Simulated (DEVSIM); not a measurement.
System: Co/La2O3/SiO2/p-Si capacitor, at 300 K.

```csv
layer (left to right),material,thickness (nm),Na (cm⁻³)
1,La2O3,21.0,-
2,SiO2,0.930,-
3,Si,8300,4.8e15
```

Metal gate on the left, work function 5 eV. Fixed charge at the semiconductor interface -9.1e11 cm⁻² (in units of +e); interface traps 2.3e12 cm⁻² eV⁻¹, uniform in energy, neutral level at 0.3 of the gap above the valence band.

This is a model device: material constants are rounded textbook-type values typed into the input, and sizes, dopings and lifetimes were drawn at random. Values at 300 K.

```
parameter      La2O3  SiO2       Si
-------------  -----  ----  -------
gap (eV)         5.8     9    1.124
affinity (eV)    1.8   0.9     4.05
permittivity      27   3.9     11.7
Nc (cm⁻³)          -     -  2.86e19
Nv (cm⁻³)          -     -   3.1e19
```

DEVSIM, 1D Poisson equation in equilibrium, Boltzmann statistics, complete ionisation; no quantum confinement or tunnelling. Metal contacts follow the ideal Schottky-Mott rule: no Fermi-level pinning, no interface dipoles.

Task: Tabulate band edges, carrier densities and field at 0.9 V on the gate.

Result: Energies count from the Fermi level of the right contact; mesh points crowd at the junctions.

| x (μm) | Ec (eV) | Ev (eV) | n (cm⁻³) | p (cm⁻³) | field (V/cm) |
|---|---|---|---|---|---|
| 0.000 | 2.300 | -3.500 | < 1e2 | < 1e2 | 130000 |
| 0.001824 | 2.324 | -3.476 | < 1e2 | < 1e2 | 130000 |
| 0.006189 | 2.381 | -3.419 | < 1e2 | < 1e2 | 130000 |
| 0.01432 | 2.487 | -3.313 | < 1e2 | < 1e2 | 130000 |
| 0.01984 | 2.559 | -3.241 | < 1e2 | < 1e2 | 130000 |
| 0.02124 | 3.496 | -5.504 | < 1e2 | < 1e2 | 910000 |
| 0.02193 | 0.408 | -0.716 | 4.0e12 | 2.9e7 | 330000 |
| 0.02512 | 0.416 | -0.708 | 2.9e12 | 4.0e7 | 26000 |
| 0.03240 | 0.435 | -0.689 | 1.4e12 | 8.2e7 | 25000 |
| 0.05184 | 0.483 | -0.641 | 2.2e11 | 5.3e8 | 24000 |
| 0.1038 | 0.598 | -0.526 | 2.6e9 | 4.5e10 | 20000 |
| 0.3321 | 0.868 | -0.256 | 76000 | 1.5e15 | 4200 |
| 0.8527 | 0.897 | -0.227 | 24000 | 4.8e15 | ≈ 0 |
| 2.244 | 0.897 | -0.227 | 24000 | 4.8e15 | ≈ 0 |
| 6.143 | 0.897 | -0.227 | 24000 | 4.8e15 | ≈ 0 |
| 7.507 | 0.897 | -0.227 | 24000 | 4.8e15 | ≈ 0 |
| 8.018 | 0.897 | -0.227 | 24000 | 4.8e15 | ≈ 0 |
| 8.209 | 0.897 | -0.227 | 24000 | 4.8e15 | ≈ 0 |
| 8.293 | 0.897 | -0.227 | 24000 | 4.8e15 | ≈ 0 |
| 8.312 | 0.897 | -0.227 | 24000 | 4.8e15 | ≈ 0 |
| 8.319 | 0.897 | -0.227 | 24000 | 4.8e15 | ≈ 0 |
| 8.322 | 0.897 | -0.227 | 24000 | 4.8e15 | ≈ 0 |
